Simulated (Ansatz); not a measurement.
Input and output of a relaxation of cell and atoms for As (R-3m, 2 atoms in the cell) (Ansatz, a program for electronic structure).

Level of theory: PBE (plane waves, PAW; Ansatz).

The change in words: atoms on their sites; basis.ecutwfc: 420 eV → 505 eV; relax: default → cell and atoms. Reference geometry:
```yaml
crystal:
  lattice:
    - [3.69877, -1.88940, 0.00000]
    - [3.69877, 1.88940, 0.00000]
    - [2.73362, 0.00000, 3.12698]
  atoms:
    - { symbol: As, position: [0.23172, 0.23172, 0.23172] }
    - { symbol: As, position: [0.77300, 0.77300, 0.77300] }
```

Reference input (self-consistent single point, DFT, PBE, plane waves, default PAW files): basis.ecutwfc = 420 eV; kpoints.mp_grid.grid = 9 9 9; hamiltonian.xc = pbe; hamiltonian.pseudopotentials = {kind: paw} (the program's default PAW files); scf.occupations.method = fermi_dirac; scf.occupations.width = 0.1 eV. This run's input differs from it in these lines:

Ansatz 0.2 input:
```diff
@@ -6,6 +6,6 @@
   atoms:
-    - { symbol: As, position: [0.231716, 0.231716, 0.231716] }
+    - { symbol: As, position: [0.227000, 0.227000, 0.227000] }
     - { symbol: As, position: [0.773000, 0.773000, 0.773000] }
 basis:
-  ecutwfc: 420.0 eV
+  ecutwfc: 505.0 eV
 kpoints:
@@ -17,2 +17,4 @@
   occupations: { method: fermi_dirac, width: 0.1 eV }
+relax:
+  cell: {}
 output:
```

Log, with long lists cut:

```
   [... SCF lines of the steps left out ...]
relax step   1: F+E_penalty+E_count = -9712.27751379 eV  Δ(F+E_penalty+E_count) = +0.000e0 eV  max|allowed force component| = 1.298e-1 eV/Å  Δτ_max = 0.0000 Å  P = +2.019 GPa  Ω = 43.705 Å³  (7 SCF iters, dr2 threshold 1.00e-7 eV, accepted)
relax step   2: F+E_penalty+E_count = -9712.28227364 eV  Δ(F+E_penalty+E_count) = -4.760e-3 eV  max|allowed force component| = 9.067e-2 eV/Å  Δτ_max = 0.0147 Å  P = -0.636 GPa  Ω = 45.789 Å³  energy of the carried Pulay correction = -1.165e-4 eV  (6 [...]
   [... lines left out ...]
relax step   6: F+E_penalty+E_count = -9712.28534986 eV  Δ(F+E_penalty+E_count) = -9.426e-6 eV  max|allowed force component| = 1.600e-4 eV/Å  Δτ_max = 0.0007 Å  P = +0.002 GPa  Ω = 45.256 Å³  energy of the carried Pulay correction = -8.724e-5 eV  (5 [...]
relax step   7: F+E_penalty+E_count = -9712.28544240 eV  Δ(F+E_penalty+E_count) = -9.255e-5 eV  max|allowed force component| = 1.515e-4 eV/Å  Δτ_max = 0.0000 Å  P = +0.003 GPa  Ω = 45.256 Å³  stress off target by 9.32e-3 GPa  SCF on the basis [...]
basis re-selected at this cell: Δ(F+E_penalty+E_count) = -9.255e-5 eV, ΔP = +0.001 GPa vs the last step
the relaxation is at rest under the 12 symmetry operations that the run kept from its start: a minimum is not shown …
Stability not checked: this state was not tested for a lower state beside it, because too few of the mixer's solves of this state at the end of the SCF gave a …
Free energy (F): -9712.285442 eV
Internal energy: -9712.279364 eV  (E = F + TS)
   [... lines left out ...]
Fermi energy:    9.994925 eV
   [... lines left out ...]
  cell:  # Å, volume = 45.2559 Å³
    - [3.767126930979385, -1.9041456519501219, 0.012190224992094184]
    - [3.767126930979385, 1.9041456519501219, 0.01219022499209418]
    - [2.7944528471907106, -2.2573135884203396e-18, 3.1635735907931397]
  atoms:
    - { symbol: As, position: [0.22633187806878477, 0.22633187806878477, 0.22633187806878485] }
    - { symbol: As, position: [0.7736681219312154, 0.7736681219312154, 0.7736681219312153] }
```

The run converged. 

Summary of the result:
* **Free energy E − TS (on the zero of these files)**: -9712.2854 eV
* **Fermi level (on the code's own zero)**: 9.99 eV
* **Pressure**: 0.00 GPa
* **Final cell**: a = b = c = 4.2210 Å, α = β = γ = 53.63°
* **Final volume per atom**: 22.63 Å³
* **Relaxation steps**: 7

The starting cell has typed, rounded lattice constants, without a prior relaxation at this level. Its lattice was rescaled by up to half a per cent. The relaxation keeps the symmetry of its start, so its end need not be a minimum. Ansatz's pressure includes its estimate of the finite-basis (Pulay) stress.

Cost on one core of a shared machine: roughly 30 s.
